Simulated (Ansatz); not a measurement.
Start from SrO in the rock salt structure (space group Fm-3m, No. 225; a = 5.1599 Å). Axes: x, y, z lie along the cube axes.

The change: a free-standing slab of 2 layers (4 atoms, 2 a layer) is cut normal to the z axis, with 15 Å of vacuum and the in-plane cell held at bulk.

The values are results of r2SCAN/PAW in Ansatz (a program for electronic structure), no spin-orbit coupling, not measurements.

Q: Give the band edges at the high-symmetry points of the new zone, measured from its valence-band maximum.

A: 
```tsv
point	valence edge (eV)	conduction edge (eV)
Γ	0.00	2.61
X	-0.75	5.16
M	-0.15	4.83
```

The gap is 2.61 eV, direct at Γ.

Gaps are Kohn–Sham eigenvalue differences; semilocal functionals usually give less than the measured gap. Whether these cells are dynamically stable was not tested. k-point labels follow each cell's own Brillouin zone.
